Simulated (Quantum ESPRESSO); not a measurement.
A series of runs on SrIn5 (P6/mmm, 6 atoms in the cell)

```
SrIn5
1.0
    6.40854     0.00000     0.00000
   -3.20427     5.54996     0.00000
    0.00000     0.00000     5.17179
Sr In
1 5
Direct
  0.00000   0.00000   0.00000
  0.00000   0.50000   0.50000
  0.50000   0.00000   0.50000
  0.50000   0.50000   0.50000
  0.66667   0.33333   0.00000
  0.33333   0.66667   0.00000
```

Base run A: LDA (PZ), GBRV 1.5 ultrasoft (LDA) pseudopotentials run with Quantum ESPRESSO 7.5, self-consistent single point.

Its settings: ecutwfc = 40 Ry; ecutrho = 200 Ry; occupations = smearing; smearing = fd; degauss = 0.0099958 Ry; potentials = {Sr: sr_lda_v1.uspp.F.UPF, In: in_lda_v1.4.uspp.F.UPF}; K_POINTS = automatic 4 4 5 1 1 1; conv_thr = 1e-10 Ry.

The starting cell comes from a database of computed structures (which also holds hypothetical and non-ambient phases and stackings), without a prior relaxation at this level. In the base run, with a pressure of about -4 GPa the cell is away from its equilibrium volume at this level.

ΔF is the free energy per atom less that of run A. 

Run A gave: pressure (GPa) -4.23; iterations 11.

Runs:
- B: mixing_beta, mixing_mode = 0.2, plain
- C: mixing_beta, mixing_mode = 0.5, plain
- D: mixing_beta, mixing_mode = 0.2, TF
- E: mixing_beta, mixing_mode = 0.5, TF
- F: mixing_beta, mixing_mode = 0.2, local-TF
- G: mixing_beta, mixing_mode = 0.5, local-TF

**Question.** Which runs reach the base run's state, and which is quickest in iterations?

**Answer.** Runs B, C, D, E, F, G reached the same state as A (within 1 meV/atom). The fewest iterations to that state were 11 (A, C); the most were 22.

| run | ΔF (meV/atom) | pressure (GPa) | iterations |
|---|---|---|---|
| A | 0.00 | -4.23 | 11 |
| B | 0.00 | -4.23 | 16 |
| C | 0.00 | -4.23 | 11 |
| D | 0.00 | -4.23 | 22 |
| E | 0.00 | -4.23 | 15 |
| F | 0.00 | -4.23 | 17 |
| G | 0.00 | -4.23 | 13 |
